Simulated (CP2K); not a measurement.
Worked example: self-consistent single point of Te (P3_121, 3 atoms in the cell) in CP2K.

Computed with CP2K with PBEsol, GPW, DZVP-MOLOPT-SR-GTH basis, GTH-PBE potentials (GTH_POTENTIALS).

```
Te
1.0
    4.57742     0.00000     0.00000
   -2.28871     3.96416     0.00000
    0.00000     0.00000     5.86938
Te
3
Direct
  0.25670   0.00000   0.33333
  0.00000   0.25670   0.66667
  0.74330   0.74330   0.00000
```

Reference input (self-consistent single point, DFT PBE, GPW, DZVP-MOLOPT-SR-GTH basis, GTH-PBE potentials (GTH_POTENTIALS)): CUTOFF = 400 Ry; REL_CUTOFF = 50 Ry; SMEAR/METHOD = GAUSSIAN; SIGMA = 0.2 eV; KPOINTS/SCHEME = MONKHORST-PACK 7 7 5; XC_FUNCTIONAL = PBE; Te/BASIS_SET = DZVP-MOLOPT-SR-GTH-q6; Te/POTENTIAL = GTH-PBE-q6; METHOD = GPW; EPS_DEFAULT = 1e-10; NGRIDS = 5; SCF_GUESS = ATOMIC. This run's input differs from it in these lines:

```diff
@@ -43,3 +43,6 @@
     &XC
-      &XC_FUNCTIONAL PBE
+      &XC_FUNCTIONAL
+        &PBE
+          PARAMETRIZATION PBESOL
+        &END PBE
       &END XC_FUNCTIONAL
```

The program printed (abridged):

```
 SCF WAVEFUNCTION OPTIMIZATION

  Step     Update method      Time    Convergence         Total energy    Change
     1 NoMix/Diag. 0.30E+00      -     0.34100061       -24.5508732262 -2.46E+01
     2 Broy./Diag. 0.30E+00      -     0.00285771       -24.6655564673 -1.15E-01
     3 Broy./Diag. 0.30E+00      -     0.01284303       -24.5325945258  1.33E-01
     4 Broy./Diag. 0.30E+00      -     0.00095156       -24.4863168823  4.63E-02
     5 Broy./Diag. 0.30E+00      -     0.00226777       -24.4430411517  4.33E-02
     6 Broy./Diag. 0.30E+00      -     0.00027992       -24.4323961110  1.06E-02
   [... 4 lines left out ...]
    11 Broy./Diag. 0.30E+00      -     0.00000815       -24.4272471252  9.52E-05
    12 Broy./Diag. 0.30E+00      -     0.00000529       -24.4272147525  3.24E-05
    13 Broy./Diag. 0.30E+00      -     0.00000136       -24.4272067616  7.99E-06
    14 Broy./Diag. 0.30E+00      -     0.00000076       -24.4272062490  5.13E-07
  *** SCF run converged in    14 steps ***

  Overlap energy of the core charge distribution:               0.00000000108540
  Self energy of the core charge distribution:                -52.98476088970233
  Core Hamiltonian energy:                                     10.69281681538302
  Hartree energy:                                              23.18933314245685
  Exchange-correlation energy:                                 -5.32458367673459
  Smearing free energy correction:                             -0.00001164140590
  Fermi energy:                                                 0.16194485649945

  Total energy:                                               -24.42720624899595
  Total energy (extrapolated to sigma->0):                    -24.42720042829300

                     Mulliken Population Analysis

   [... lines left out ...]

 STRESS| Analytical stress tensor [bar]
 STRESS|                        x                   y                   z
 STRESS|      x        4.21851958628E+03   1.32518558484E-01   3.22502380109E-01
 STRESS|      y        1.32518558484E-01   4.21868399184E+03  -2.99969218343E-01
 STRESS|      z        3.22502380109E-01  -2.99969218343E-01   1.92170078626E+04
 STRESS| 1/3 Trace                                             9.21807048024E+03
```

The run converged in 14 iterations. Against the reference run the pressure goes from 2.25 to 0.92 GPa, the largest force goes from 0.537 to 0.645 eV/Å and the gap on the mesh goes from 0.752 to 0.681 eV.

The starting cell comes from a database of computed structures (which also holds hypothetical and non-ambient phases and stackings), without a prior relaxation at this level. Its lattice was rescaled by a random factor within 2.5 % of one. Spin-orbit coupling is off. Values carry the incompleteness of an atom-centred basis. The potentials were made for another functional than the one used.
